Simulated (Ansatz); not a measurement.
We consider hexagonal WC, described by r²SCAN+rVV10 (PAW; Ansatz, a program for electronic structure).

Numerical settings: plane-wave cutoff 500 eV, 18×18×14 k mesh (along the axes of the cell as run), Fermi–Dirac smearing 0.05 eV, no spin polarisation, scalar-relativistic PAW data made under PBE.

Computed at the level's own relaxed cell.

**Question.** What does this level give for the volume per atom, lattice constant a and lattice parameter c?

**Answer.** 
- volume per atom: 10.36 Å³/atom
- lattice constant a: 2.907 Å
- lattice parameter c: 2.833 Å

Measured, for comparison: lattice constant a 2.906 Å, lattice parameter c 2.837 Å (300 K, not corrected to a static lattice; as tabulated in Wikipedia's data pages). Computed (rounded) less measured: lattice constant a 0.0 %, lattice parameter c -0.1 %.

Spin–orbit coupling is not included.

Computed values are for the static lattice.
